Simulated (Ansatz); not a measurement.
SnC (model structure, started from the NiAs type, P6₃/mmc, No. 194, 4 atoms in the cell), treated with PBEsol (plane waves, PAW; Ansatz, a quantum-chemistry and plane-wave program).

Settings: plane-wave cutoff 520 eV, 18×18×10 k mesh (along the axes of the cell as run), Fermi–Dirac smearing 0.05 eV, scalar-relativistic PAW data made under PBE.

Cell (relaxed at this level):

```cif
data_C2Sn2
_chemical_formula_sum 'Sn2 C2'
_space_group_name_H-M_alt 'P 1'
_space_group_IT_number 1
_cell_length_a 3.32385
_cell_length_b 3.32385
_cell_length_c 5.78636
_cell_angle_alpha 90.000
_cell_angle_beta 90.000
_cell_angle_gamma 120.000
loop_
_space_group_symop_operation_xyz
  'x, y, z'
loop_
_atom_site_label
_atom_site_type_symbol
_atom_site_fract_x
_atom_site_fract_y
_atom_site_fract_z
_atom_site_occupancy
Sn1 Sn 0.00000 0.00000 0.00000 1
Sn2 Sn 0.00000 0.00000 0.50000 1
C1 C 0.33333 0.66667 0.25000 1
C2 C 0.66667 0.33333 0.75000 1
```

Question: What does this level give for the bulk modulus B0?

Answer: 
- bulk modulus B0: 136 GPa

The run finds no gap.

Note: the bulk modulus is −V dP/dV from two relaxed cells at ±2 % in volume; the relaxation could raise the start's symmetry but not lower it, so the cell can be a saddle point.

Spin–orbit coupling is not included; it can open a gap where bands touch, and shift volumes and moduli.

Static lattice: no zero-point or thermal effects.

A model structure was made by putting elements into a prototype or built by hand; it is no filed structure, need not be a known phase, and can be a saddle point held by its symmetry.
